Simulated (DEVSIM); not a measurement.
System: abrupt Si p-n junction, at 250 K.

Layer 1 from the left is Si, thickness (μm) 0.390, Na (cm⁻³) 2.4e16, τn (s) 2.1e-6, τp (s) 2.1e-6. Layer 2 from the left is Si, thickness (μm) 270, Nd (cm⁻³) 4.9e14, τn (s) 2.1e-6, τp (s) 2.1e-6.

Left contact: ohmic. Right contact: ohmic. Voltage is applied to the left contact. Recombination: SRH at mid-gap. Mobility is μmin + (μ − μmin)/(1 + (N/Nref)^α).

This is a model device: material constants are rounded textbook-type values typed into the input, and sizes, dopings and lifetimes were drawn at random. Values at 300 K; Nc and Nv go as T^1.5, mobilities as T to minus their exponent, the gap by Varshni's rule with the affinity fixed.

Si: gap (eV) 1.124, affinity (eV) 4.05, permittivity 11.7, Nc (cm⁻³) 2.86e19, Nv (cm⁻³) 3.1e19, μn (cm²/Vs) 1417, μp (cm²/Vs) 470, μn,min 52, μp,min 45, Nref,n 9.7e16, Nref,p 2.2e17, αn 0.68, αp 0.72, T exponent of μn 2.3, T exponent of μp 2.2, Varshni α (eV/K) 0.000473, Varshni β (K) 636.

Simulated with DEVSIM: 1D drift-diffusion, Boltzmann statistics, complete ionisation; no tunnelling, impact ionisation, image-force lowering or self-heating.

Dark forward current:

```tsv
|V| (V)	|J| (A/cm²)
0.05	7.621e-11
0.10	3.167e-10
0.15	1.149e-9
0.20	4.259e-9
0.25	1.785e-8
0.30	9.471e-8
0.35	6.656e-7
0.40	5.734e-6
0.45	5.460e-5
0.50	0.0005392
0.55	0.005236
0.60	0.04078
0.65	0.1673
0.70	0.3867
0.75	0.6721
0.80	1.014
0.85	1.414
0.90	1.873
0.95	2.393
1.00	2.978
1.05	3.628
1.10	4.345
1.15	5.130
1.20	5.983
1.25	6.904
1.30	7.895
```

### Question
Work out the local ideality factor n = ΔV / (kT/q · ln(J2/J1)) between the rows 0.10 and 0.15 V, 0.45 and 0.50 V, 1.25 and 1.30 V.

### Answer
kT/q = 21.54 mV. From 0.10 to 0.15 V: ln(1.149e-9/3.167e-10) = 1.289, n = 1.80. From 0.45 to 0.50 V: ln(0.0005392/5.460e-5) = 2.290, n = 1.01, near the 1 of diffusion or emission over a barrier. From 1.25 to 1.30 V: ln(7.895/6.904) = 0.134, n = 17.31.

### Question
Estimate the current at 0.45 V from the Shockley equation with J0 = Σ q ni² D/(N L) coth(W/L), τ joining the SRH, radiative and Auger lifetimes that are on, and W taken as the whole layer.

### Answer
ni² = 6.36e15 cm⁻⁶; electrons in the p layer: μ = 1580 cm²/Vs, D = 33.9 cm²/s, τ = 2.10e-6 s, L = 84.4 μm, W/L = 0.0046, term 3.70e-14 A/cm²; holes in the n layer: μ = 694 cm²/Vs, D = 15.0 cm²/s, τ = 2.10e-6 s, L = 56.0 μm, W/L = 4.8, term 5.55e-15 A/cm². J0 = 4.25e-14 A/cm², and J = J0 exp(qV/kT) = 5.03e-5 A/cm². The simulation gives 5.46e-5 A/cm²; the estimate lies 7.9 % below. The estimate leaves out recombination in the depletion region and that region's share of W.
